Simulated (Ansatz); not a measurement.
The reference is LiNbO₃ (space group R3c, No. 161).

```yaml
crystal:
  lattice:
    - [2.59494, 1.49819, 4.67151]
    - [-2.59494, 1.49819, 4.67151]
    - [0.00000, -2.99637, 4.67151]
  atoms:
    - { symbol: Li, position: [0.28074, 0.28074, 0.28074] }
    - { symbol: Li, position: [0.78074, 0.78074, 0.78074] }
    - { symbol: Nb, position: [0.99950, 0.99950, 0.99950] }
    - { symbol: Nb, position: [0.49950, 0.49950, 0.49950] }
    - { symbol: O, position: [0.10960, 0.35709, 0.72016] }
    - { symbol: O, position: [0.72016, 0.10960, 0.35709] }
    - { symbol: O, position: [0.35709, 0.72016, 0.10960] }
    - { symbol: O, position: [0.22016, 0.85709, 0.60960] }
    - { symbol: O, position: [0.85709, 0.60960, 0.22016] }
    - { symbol: O, position: [0.60960, 0.22016, 0.85709] }
```

Cartesian axes are those of the cell as printed.

Structures relaxed with PBE (Ansatz, a program for electronic structure; PAW; 420 eV plane waves; no SOC).

Base:

Simulated powder pattern, Cu Kα1, λ = 1.54056 Å (kinematic, ideal powder, no thermal factors, no anomalous dispersion; the 8 strongest lines at most, above 2 %, up to 2θ = 90°):

| 2θ (°) | I/Imax (%) | hkl |
|---|---|---|
| 23.50 | 100 | (012) |
| 32.37 | 39 | (104) |
| 34.54 | 23 | (110) |
| 42.20 | 12 | (202) |
| 48.06 | 19 | (024) |
| 52.68 | 27 | (116) |
| 55.62 | 16 | (122) |
| 60.52 | 14 | (214) |

The change: the cell is compressed by 3.00 % along z with no lateral relaxation; the atoms relax in the strained cell.

After the change:

Simulated powder pattern, Cu Kα1, λ = 1.54056 Å (kinematic, ideal powder, no thermal factors, no anomalous dispersion; the 8 strongest lines at most, above 2 %, up to 2θ = 90°):

| 2θ (°) | I/Imax (%) | hkl |
|---|---|---|
| 23.71 | 100 | (012) |
| 33.02 | 38 | (104) |
| 34.54 | 23 | (110) |
| 42.32 | 13 | (202) |
| 48.53 | 19 | (024) |
| 53.66 | 26 | (116) |
| 55.73 | 16 | (122) |
| 60.92 | 15 | (214) |

The indices refer to the base's conventional cell; one index is shown for lines that coincide.

Whether these cells are dynamically stable was not tested.
